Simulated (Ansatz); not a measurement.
We consider CsCl-type RuAl, described by r²SCAN+rVV10 in Ansatz (plane waves, PAW).

Run with plane-wave cutoff 560 eV, 18×18×18 k mesh, Fermi–Dirac smearing 0.05 eV, no spin polarisation, scalar-relativistic PAW data made under PBE.

Cell (relaxed at this level):

Space group Pm-3m (No. 221); a = b = c = 2.9760 Å, α = β = γ = 90.00°

```csv
atom,site,symmetry,x,y,z
Al,1b,m-3m,0.5000,0.5000,0.5000
Ru,1a,m-3m,0.0000,0.0000,0.0000
```

Q: Give the computed bulk modulus and pressure derivative B′ of the bulk modulus.

A: 
- bulk modulus = 225 GPa
- pressure derivative B′ of the bulk modulus = 4.4

The run finds no gap.

The computed numbers hold no vibrational or temperature effects.

Cost on a shared machine: about 90 core-seconds (a rough figure).

Ansatz is a first-principles code.
